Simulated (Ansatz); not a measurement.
The band gap in a series of structures.

Cell A: BAs (zinc blende, F-43m), 2 atoms in the cell, k-point mesh 12×12×12 on the run's own vectors.
```xyz
2
Lattice="0.0000 2.4044 2.4044 2.4044 0.0000 2.4044 2.4044 2.4044 0.0000" Properties=species:S:1:pos:R:3 pbc="T T T"
B      0.0000     0.0000     0.0000
As     3.6067     3.6067     3.6067
```

Cell B: GaAs (zinc blende, F-43m), 2 atoms in the cell, k-point mesh 10×10×10 on the run's own vectors.
```yaml
crystal:
  lattice:
    - [0.00000, 2.87303, 2.87303]
    - [2.87303, 0.00000, 2.87303]
    - [2.87303, 2.87303, 0.00000]
  atoms:
    - { symbol: Ga, position: [0.00000, 0.00000, 0.00000] }
    - { symbol: As, position: [0.25000, 0.25000, 0.25000] }
```

All numbers come from Ansatz (an electronic-structure program), plane waves with PAW, its PAW set soft_1, cutoff 500 eV. The structures are at rest with PBE; other levels are single points on them. Neutral cells; Fermi-Dirac smearing of at most 0.05 eV in the solids, energies taken to zero width. The lattices are those relaxed with PBE, so at other levels the solids can be strained. The runs are scalar-relativistic, without spin-orbit coupling. A dispersion term ran beside these levels; it doesn't touch the electrons. Gaps are highest filled to lowest empty Kohn-Sham level on the run's k-point mesh, states of defects and surfaces included; edges off the mesh make the true gap smaller, and under 0.08 eV counts as none; a gap is called direct where the least direct separation is within 0.02 eV of it.

Q: What does r2SCAN give for the band gap of each cell (eV)?

A: 
| cell | r2SCAN |
|---|---|
| A | 1.40 (indirect) |
| B | 0.63 (direct) |

With r2SCAN the value of A exceeds that of B by 0.77 eV.
